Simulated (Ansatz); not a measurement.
# Response to strain in Ta

Consider Ta in the bcc (W type) structure (space group Im-3m, No. 229; relaxed with 0.1 eV smearing).

```yaml
crystal:
  lattice:
    - [-1.66023, 1.66023, 1.66023]
    - [1.66023, -1.66023, 1.66023]
    - [1.66023, 1.66023, -1.66023]
  atoms:
    - { symbol: Ta, position: [0.00000, 0.00000, 0.00000] }
```

Strains are applied to the cell and any free atomic positions relax.

All numbers come from Kohn–Sham DFT with the PBE functional, run in Ansatz (a first-principles code) with PAW and 420 eV plane waves, no SOC.

```
isotropic strain (%)  pressure (GPa)
--------------------  --------------
-2.5                            17.0
-2                              13.2
-1.5                             9.6
-1                               6.2
0                                0.0
1                               -5.5
2                                  ?
2.5                            -12.5
3                              -14.6
```

Question: Fit P = P₀ − Bδ + Cδ² with δ = (1 + ε)³ − 1 to the rows shown and predict the withheld row.

Answer: Least squares on the printed values gives P₀ = 0.0 GPa, B = 198 GPa, C = 450 GPa (largest residual 0.1 GPa); this predicts -10.4 GPa, and the run gives -10.3 GPa, in agreement.

Whether these cells are dynamically stable was not tested. The final runs are not spin-polarised.
